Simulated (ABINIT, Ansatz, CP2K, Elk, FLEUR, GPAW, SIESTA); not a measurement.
## HfO2 (Fm-3m, 3 atoms in the cell) computed with different codes at matched settings

Self-consistent single point.

```xyz
3
Lattice="0.0000 2.4726 2.4726 2.4726 0.0000 2.4726 2.4726 2.4726 0.0000" Properties=species:S:1:pos:R:3 pbc="T T T"
Hf     0.0000     0.0000     0.0000
O      3.7088     3.7088     3.7088
O      1.2363     1.2363     1.2363
```

Shared settings, as Ansatz (a program for electronic structure) writes them: kpoints.mp_grid.grid = 12 12 12; scf.occupations.method = fixed. Potentials and cutoffs stand in the table.

| code | model | gap on the mesh (eV) | cutoff |
|---|---|---|---|
| Ansatz | LDA (PW92), PAW files made with PBE | 3.741 | default |
| CP2K | LDA (Pade form), GPW, DZVP-MOLOPT-SR-GTH basis, GTH-PADE potentials (GTH_POTENTIALS) | 3.827 | grid 500 Ry |
| ABINIT | LDA (PW92), norm-conserving pseudopotentials (PseudoDojo nc-sr-04 LDA standard) | 3.823 | 42 Ha |
| GPAW | LDA (Perdew-Wang 92), GPAW PAW datasets LDA (gpaw-data 1.0.1) | 3.772 | 950 eV |
| FLEUR | LDA (Perdew-Zunger), all-electron FLAPW (FLEUR), scalar-relativistic valence | 3.737 | Kmax 4.5 1/bohr |
| SIESTA | LDA PW92, numerical atomic orbitals TZP, PseudoDojo LDA standard norm-conserving potentials (rewritten from UPF to PSML) | 3.671 | grid 300 Ry |
| Elk | LDA (PW92), all-electron FP-LAPW, Elk's shipped species files, APW+lo basis with extra local orbitals | 3.724 | rgkmax 7.5 |

Gaps are read on the mesh.

On Ansatz's run: spin-orbit coupling is off.

The spread over the programs that give each value: gap on the mesh within 0.156 eV.

CP2K and SIESTA use small atom-centred bases, whose incompleteness enters pressures, forces and empty levels differently from a plane-wave cutoff. FLEUR and Elk treat all electrons, but the usual bases taken here (sphere radii, linearisation, local orbitals, empty states) were not tested for convergence, so the values are no reference for the others. 

The starting cell comes from a database of computed structures (which also holds hypothetical and non-ambient phases and stackings), without a prior relaxation at this level. Its lattice was rescaled by a random factor within 2.5 % of one.

Keys are those of Ansatz 0.2.
